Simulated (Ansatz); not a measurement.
Start from Ti in the hcp (Mg type) structure (space group P6_3/mmc, No. 194; a = 2.9009 Å, c = 4.5906 Å).

Method: plane-wave PAW DFT at the PBEsol level (Ansatz, an electronic-structure program, 420 eV), no spin-orbit coupling.

One change was made to it. Results:

```
quantity                             base       after
-----------------------------  ----------  ----------
c/a ratio                           1.582       1.583
shortest interatomic distance     2.841 Å     2.826 Å
density                        4.75 g/cm³  4.83 g/cm³
```

Problem. What was done to the base?
A) pressure 15 GPa
B) pressure 9 GPa
C) pressure 2.1 GPa
D) pressure 4.5 GPa
E) pressure 22.5 GPa

Solution. C, pressure 2.1 GPa. For comparison, the shortest interatomic distance in the other runs: pressure 9 GPa gives 2.781 Å; pressure 4.5 GPa gives 2.809 Å; pressure 15 GPa gives 2.747 Å; pressure 22.5 GPa gives 2.711 Å.

Load acts through the strain it causes; cell and atoms are relaxed under it. Stability against distortions was not tested. Competing high-pressure phases were not computed. All final runs are without spin polarisation.
